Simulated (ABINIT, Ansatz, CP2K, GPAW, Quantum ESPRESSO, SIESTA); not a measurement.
## ZrRh3 (Pm-3m, 4 atoms in the cell) computed with different codes at matched settings

Self-consistent single point.

```
CELL_PARAMETERS angstrom
      3.93411     0.00000     0.00000
      0.00000     3.93411     0.00000
      0.00000     0.00000     3.93411
ATOMIC_POSITIONS crystal
  Zr 0.00000 0.00000 0.00000
  Rh 0.50000 0.50000 0.00000
  Rh 0.00000 0.50000 0.50000
  Rh 0.50000 0.00000 0.50000
```

All programs got the same cell, k-point mesh and kind of occupations (in Ansatz's words: kpoints.mp_grid.grid = 6 6 6; scf.occupations.method = fermi_dirac; scf.occupations.width = 0.05 eV); potentials, basis and cutoffs are each program's usual ones.

| code | model | pressure (GPa) | k-points | cutoff |
|---|---|---|---|---|
| Ansatz | LDA (PW92), PAW files made with PBE | -10.29 | 20 | default |
| CP2K | LDA (Pade form), GPW, DZVP-MOLOPT-SR-GTH basis, GTH-PADE potentials (GTH_POTENTIALS) | -13.45 | 112 | grid 500 Ry |
| Quantum ESPRESSO | LDA (PZ), GBRV 1.5 ultrasoft (LDA) pseudopotentials | -11.50 | 20 | 40 Ry |
| SIESTA | LDA PW92, numerical atomic orbitals DZP, PseudoDojo LDA standard norm-conserving potentials (rewritten from UPF to PSML) | -9.21 | 132 | grid 300 Ry |
| ABINIT | LDA (PW92), PAW (JTH v2.0 LDA PAW) | -10.46 | 20 | 21 Ha |
| GPAW | LDA (Perdew-Wang 92), GPAW PAW datasets LDA (gpaw-data 1.0.1) | -9.62 | 20 | 600 eV |

The spread over the programs that give each value: pressure within 4.24 GPa.

The starting cell comes from a database of computed structures (which also holds hypothetical and non-ambient phases and stackings), without a prior relaxation at this level. On Ansatz's run: Spin polarisation is off. In the base run, with a pressure of about -10 GPa the cell is away from its equilibrium volume at this level.

Problem. Why do the programs differ, and what cannot be compared?

Solution. Differences of this kind can come from the potentials, where these differ, and from what each basis and cutoff leave unconverged. The valence holds different numbers of electrons (Ansatz (a program for electronic structure) 63, CP2K 63, Quantum ESPRESSO 57, SIESTA 63, ABINIT 63, GPAW 57). The zero of total energies and Fermi levels follows the potentials and each program's conventions, so they are not compared here. CP2K and SIESTA use small atom-centred bases, whose incompleteness enters pressures, forces and empty levels differently from a plane-wave cutoff. Ansatz's pressure is given at a fixed set of plane waves, as the other plane-wave codes print theirs; with its correction for the finite basis it is -10.23 GPa. The same LDA comes in different parametrisations, which differ slightly. The programs reduce the same mesh by symmetry to different extents, which changes the work and not the result. In the pressure, CP2K (by 3.07), Quantum ESPRESSO (by 1.12) and SIESTA (by 1.16) lie more than 1 GPa from the median of the plane-wave programs.

Left out of this page: Elk and FLEUR (not drawn, or without a comparable value).

Keys are those of Ansatz 0.2.
